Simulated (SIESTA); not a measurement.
Band structure of Cu3Au (Pm-3m, 4 atoms in the cell).

```xyz
4
Lattice="3.8071 0.0000 0.0000 0.0000 3.8071 0.0000 0.0000 0.0000 3.8071" Properties=species:S:1:pos:R:3 pbc="T T T"
Cu     0.0000     1.9036     1.9036
Cu     1.9036     0.0000     1.9036
Cu     1.9036     1.9036     0.0000
Au     0.0000     0.0000     0.0000
```

Computed with GGA PBE, numerical atomic orbitals DZP, PseudoDojo PBE standard norm-conserving potentials (rewritten from UPF to PSML) run with SIESTA.

Settings: XC.functional = GGA; XC.authors = PBE; potentials = PseudoDojo PBE standard; PAO.BasisSize = DZP; PAO.EnergyShift = 0.01 Ry; MeshCutoff = 300 Ry; kgrid.MonkhorstPack = 9 9 9; OccupationFunction = MP; OccupationMPOrder = 0; ElectronicTemperature = 272 meV; MaxSCFIterations = 150; SCF.Mixer.Method = Broyden; SCF.Mixer.Weight = 0.1; SCF.Mixer.History = 8.

The starting cell comes from a database of computed structures (which also holds hypothetical and non-ambient phases and stackings), without a prior relaxation at this level. Its lattice was rescaled by a random factor within 2.5 % of one. Spin-orbit coupling is off. Spin polarisation is off. Values carry the incompleteness of an atom-centred basis.

Levels in eV from the Fermi level, bands 35 to 40:
```tsv
point	35	36	37	38	39	40
Γ	-1.44	-1.44	-1.44	1.31	1.31	1.31
X	-1.97	-1.87	-1.50	-1.44	5.87	5.87
M	-2.16	-2.09	-0.50	-0.50	-0.48	0.24
R	-1.60	-1.60	-0.94	-0.94	-0.94	-0.92
```

Bands cross the Fermi level along this path, so the cell is metallic at this level.

Higher empty bands are left out: an atom-centred basis made for the valence describes them poorly.
